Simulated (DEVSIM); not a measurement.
System: abrupt Si n-p junction, at 300 K.

```csv
layer (left to right),material,thickness (μm),Nd (cm⁻³),Na (cm⁻³),τn (s),τp (s)
1,Si,0.320,4.2e17,-,4.4e-7,4.4e-7
2,Si,82.0,-,2.6e14,4.4e-7,4.4e-7
```

Left contact: ohmic. Right contact: ohmic. Voltage is applied to the left contact. Recombination: SRH at mid-gap, radiative. Gap narrowing is on: ΔEg = 6.92 meV × (l + √(l² + 0.5)), l = ln(N/1.3e17 cm⁻³), shared equally by both band edges. Mobility is μmin + (μ − μmin)/(1 + (N/Nref)^α).

This is a model device: material constants are rounded textbook-type values typed into the input, and sizes, dopings and lifetimes were drawn at random. Values at 300 K. The table also holds parameters that only a changed run uses.

| parameter | Si |
|---|---|
| gap (eV) | 1.124 |
| affinity (eV) | 4.05 |
| permittivity | 11.7 |
| Nc (cm⁻³) | 2.86e19 |
| Nv (cm⁻³) | 3.1e19 |
| μn (cm²/Vs) | 1417 |
| μp (cm²/Vs) | 470 |
| μn,min | 52 |
| μp,min | 45 |
| Nref,n | 9.7e16 |
| Nref,p | 2.2e17 |
| αn | 0.68 |
| αp | 0.72 |
| B (cm³/s) | 4.7e-15 |
| Cn (cm⁶/s) | 2.8e-31 |
| Cp (cm⁶/s) | 9.9e-32 |

Simulated with DEVSIM: 1D drift-diffusion, Boltzmann statistics, complete ionisation; no tunnelling, impact ionisation, image-force lowering or self-heating.

Base results: dark forward voltage at 1 A/cm² (V) 0.640; potential step across the device at zero bias (V) 0.704; largest field in the device at zero bias (V/cm) 32000.

Problem. What follows from this one change: doping Nd of layer 1 4.2e+17 → 1.3e+18 cm^-3?

Solution. dark forward voltage at 1 A/cm² little changed (0.638 V); potential step across the device at zero bias 0.704 → 0.725 V; largest field in the device at zero bias 32000 → 51000 V/cm.

Problem. What follows from this one change: thickness of layer 2 82 → 250 μm?

Solution. dark forward voltage at 1 A/cm² 0.640 → 1.107 V; potential step across the device at zero bias little changed (0.704 V); largest field in the device at zero bias little changed (32000 V/cm).

Problem. What follows from this one change: doping Na of layer 2 2.6e+14 → 7.8e+15 cm^-3?

Solution. dark forward voltage at 1 A/cm² 0.640 → 0.634 V; potential step across the device at zero bias 0.704 → 0.792 V; largest field in the device at zero bias 32000 → 48000 V/cm.

Problem. What follows from this one change: minority lifetime in layer 2 4.4e-07 → 1.3e-08 s?

Solution. dark forward voltage at 1 A/cm² 0.640 → 0.728 V; potential step across the device at zero bias little changed (0.704 V); largest field in the device at zero bias little changed (32000 V/cm).
